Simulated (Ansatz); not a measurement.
# How the band gap of Sr₂Ta₂O₇ (Cmcm, No. 63, 22 atoms in the cell; start mp-12286) moves with the method

No measured value is used here.

```csv
level (code),value (eV)
LDA (Ansatz),2.88
PBEsol+SOC (Ansatz),2.90 (direct)
HSE06 (Ansatz),4.40
```

Computed values are for a static lattice. Spin–orbit coupling is included only where a level's name says +SOC; with heavier elements it mostly lowers gaps and can invert bands.  Values are at the PBEsol cell. Cutoffs and k meshes differ between the levels. Ansatz's density-functional and Hartree–Fock values are scalar-relativistic unless marked +SOC, with PAW data made under PBE.

A start named mp-… is a Materials Project structure, which need not be a measured phase.

Ansatz is a quantum-chemistry and plane-wave program.
